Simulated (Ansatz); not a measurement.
We consider TiAs (P6₃/mmc, No. 194), described by r²SCAN+rVV10 in Ansatz (plane waves, PAW).

Settings: plane-wave cutoff 560 eV, 18×18×6 k mesh (along the axes of the cell as run), Fermi–Dirac smearing 0.05 eV, no spin polarisation, scalar-relativistic PAW data made under PBE.

Computed points:

| V (Å³/atom) | E − E_lowest (meV/atom) |
|---|---|
| 16.442 | 11.90 |
| 16.785 | 2.87 |
| 17.127 | 0.00 |
| 17.470 | 2.67 |
| 17.812 | 10.35 |

Problem. What bulk modulus B0 and pressure derivative B′ does a third-order Birch–Murnaghan fit give?

Solution. V0 = 17.128 Å³/atom, B0 = 130 GPa, B′ = 4.1 (fit to the energies at full precision).

Shape and atoms are relaxed at each volume.

Note: the bulk modulus comes from volumes at which shape and atoms were relaxed.

Static lattice: no zero-point or thermal effects.

Computing time: about 50 core-minutes (a rough figure).

Ansatz is a first-principles code.
